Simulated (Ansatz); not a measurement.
Take CrO2 in the rutile structure (space group P4_2/mnm, No. 136; ferromagnetic) as the base.

```xyz
6
Lattice="4.3924 0.0000 0.0000 0.0000 4.3924 0.0000 0.0000 0.0000 2.8875" Properties=species:S:1:pos:R:3 pbc="T T T"
Cr     2.1962     2.1962     1.4438
Cr     0.0000     0.0000     0.0000
O      3.5284     0.8640     1.4438
O      0.8640     3.5284     1.4438
O      1.3322     1.3322     0.0000
O      3.0602     3.0602     0.0000
```

Cartesian axes are those of the cell as printed.

Calculations: PBEsol, PAW, 420 eV (Ansatz, a first-principles code; without spin-orbit coupling).

Before the change:

The pressure comes out as 0.0 GPa. The shortest interatomic distance is 1.884 Å.

Perturbation: the cell is stretched by 1.03 % along x with no lateral relaxation; the atoms relax in the strained cell.

Task: Estimate the effect on the largest internal atomic displacement.

Result: The largest internal atomic displacement comes out as 0.013 Å.

Task: What happens to the pressure?

Result: The pressure (mean of the normal stresses, compression positive) goes from zero to -2.5 GPa.

Task: What does the calculation give for the shortest interatomic distance after the change?

Result: The shortest interatomic distance rises by 0.011 Å, from 1.884 Å to 1.895 Å.

Stability against distortions was not tested. No Hubbard U is applied and the magnetic state is the run's own (CrO2 ferromagnetic); other magnetic orders, which need larger cells, were not tried and can change the gap. The base started in Pnnm and relaxed to P4_2/mnm at this level.
